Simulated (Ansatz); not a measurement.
## InAgTe2: response to strain

Base system: InAgTe$_{2}$ in the chalcopyrite structure (space group I-42d, No. 122; a = 6.354 Å, c = 12.637 Å).

Strains are applied to the cell and any free atomic positions relax.

Level of theory: LDA/PAW in Ansatz (a program for electronic structure), without spin-orbit coupling.

Notes on the quantities. energy relative to the base: free energy F; pressure: mean of the normal stresses, compression positive.

```json
[
 {"change": "base", "shortest interatomic distance": "2.709 Å", "energy relative to the base": "0 meV/atom", "band gap": "zero", "pressure": "0.0 GPa"},
 {"change": "isotropic strain −3.00 %", "shortest interatomic distance": "2.624 Å", "energy relative to the base": "+45 meV/atom", "band gap": "0.28 eV", "pressure": "5.7 GPa"},
 {"change": "isotropic strain −2.25 %", "shortest interatomic distance": "2.645 Å", "energy relative to the base": "+25 meV/atom", "band gap": "0.21 eV", "pressure": "4.0 GPa"},
 {"change": "isotropic strain −1.50 %", "shortest interatomic distance": "2.666 Å", "energy relative to the base": "+11 meV/atom", "band gap": "0.15 eV", "pressure": "2.5 GPa"},
 {"change": "isotropic strain −0.75 %", "shortest interatomic distance": "2.688 Å", "energy relative to the base": "+2.6 meV/atom", "band gap": "0.09 eV", "pressure": "1.2 GPa"}
]
```

Spin-orbit coupling, missing from the scalar runs, can matter with Te. No phonon test of stability was made. The final runs are not spin-polarised. Gaps under 0.05 eV, about the width of the smearing, are given as zero. A zero or small gap of InAgTe2 can be the functional's error rather than a property of the material.
